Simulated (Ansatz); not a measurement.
Base system: ScCuO$_{2}$ (space group P6_3/mmc, No. 194; a = 3.2029 Å, c = 11.2843 Å). Axes: x lies along a and z along c of the hexagonal cell.

Level of theory: PBEsol/PAW in Ansatz (a program for electronic structure), without spin-orbit coupling.

Base values:

- Band gap = 2.33 eV

It is then changed as follows: the cell is stretched by 2.25 % along z with no lateral relaxation, atoms relaxed at fixed cell.

Problem. Estimate the effect on the largest internal atomic displacement.

Solution. The largest internal atomic displacement amounts to 0.010 Å.

Problem. Estimate the effect on the band gap.

Solution. The band gap decreases by 0.045 eV (2.33 eV → 2.28 eV).

Problem. Predict the new stress.

Solution. The stress (xx, yy, zz, yz, xz, xy; compression positive) is (-2.22, -2.22, -8.36, 0.00, 0.00, 0.00) GPa.

The cells carry an imposed strain or load. Stability against distortions was not tested. No Hubbard U is applied. The final runs are not spin-polarised.
